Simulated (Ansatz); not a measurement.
**BN: response to strain**

Take BN in the h-BN type structure (space group P6_3/mmc, No. 194; a = 2.500 Å, c = 6.411 Å; layered, stacked along the Cartesian z axis) as the base. Axes: x lies along a and z along c of the hexagonal cell.

Strains are applied to the cell and any free atomic positions relax; under biaxial strain the out-of-plane vector relaxes too.

Computed with Ansatz (a program for electronic structure) PBEsol-D3(BJ), spin-orbit coupling left out.

Notes on the quantities. pressure: mean of the normal stresses, compression positive.

| change | band gap | smallest direct gap | pressure |
|---|---|---|---|
| base | 4.08 eV | 4.49 eV | 0.00 GPa |
| biaxial strain −4.27 %, plane normal [001], relaxed out of plane | 4.29 eV | 4.83 eV | 40.11 GPa |
| biaxial strain −1.83 %, plane normal [001], relaxed out of plane | 4.17 eV | 4.63 eV | ___ |
| biaxial strain −0.31 %, plane normal [001], relaxed out of plane | 4.09 eV | 4.51 eV | 2.36 GPa |
| biaxial strain +3.26 %, plane normal [001], relaxed out of plane | 3.91 eV | ___ | -21.01 GPa |
| isotropic strain −2.61 % | 4.15 eV | 4.59 eV | 23.37 GPa |
| isotropic strain +1.17 % | 4.05 eV | 4.44 eV | -8.35 GPa |
| uniaxial strain ε_xx = +5.69 % | 3.81 eV | 4.05 eV | -18.20 GPa |
| uniaxial strain ε_yy = −5.47 % | ___ | 4.51 eV | 24.00 GPa |
| uniaxial strain ε_yy = −3.15 % | 4.05 eV | 4.53 eV | 12.93 GPa |

Some entries are withheld; estimate them.


- biaxial strain −1.83 %, plane normal [001], relaxed out of plane, pressure: 15.06 GPa
- biaxial strain +3.26 %, plane normal [001], relaxed out of plane, smallest direct gap: 4.23 eV
- uniaxial strain ε_yy = −5.47 %, band gap: 4.02 eV

Stability against distortions was not tested.
